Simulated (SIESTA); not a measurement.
Band structure of BeB2 (P6/mmm, 3 atoms in the cell).

```
BeB2
1.0
    2.92969     0.00000     0.00000
   -1.46484     2.53719     0.00000
    0.00000     0.00000     2.87733
Be B
1 2
Direct
  0.00000   0.00000   0.00000
  0.33333   0.66667   0.50000
  0.66667   0.33333   0.50000
```

Method of the run: GGA PBEsol, numerical atomic orbitals DZP, PseudoDojo PBEsol standard norm-conserving potentials (rewritten from UPF to PSML) run with SIESTA 5.4.2.

Settings: XC.functional = GGA; XC.authors = PBEsol; potentials = PseudoDojo PBEsol standard; PAO.BasisSize = DZP; PAO.EnergyShift = 0.01 Ry; MeshCutoff = 350 Ry; kgrid.MonkhorstPack = 13 13 11; OccupationFunction = FD; ElectronicTemperature = 136 meV; PAO.Polarization.NonPerturbative = true; MaxSCFIterations = 150; SCF.Mixer.Method = Pulay; SCF.Mixer.Weight = 0.2; SCF.Mixer.History = 6.

The starting cell comes from a database of computed structures (which also holds hypothetical and non-ambient phases and stackings), without a prior relaxation at this level. Values carry the incompleteness of an atom-centred basis.

Levels in eV from the Fermi level, bands 2 to 7:
```
point       2      3      4      5      6     7
-----  ------  -----  -----  -----  -----  ----
Γ      -14.31  -2.36  -0.10  -0.10   3.76  3.76
M      -10.47  -9.69  -3.86   2.41   3.84  4.15
K       -8.95  -8.95  -7.91   4.16   4.16  6.86
A      -12.23  -9.10   0.71   0.71   7.53  7.53
L       -8.36  -7.46  -5.75  -2.28  -2.22  5.21
H       -7.00  -6.29  -6.29  -3.86  -3.86  1.96
```

Bands cross the Fermi level along this path, so the cell is metallic at this level.

Higher empty bands are left out: an atom-centred basis made for the valence describes them poorly.
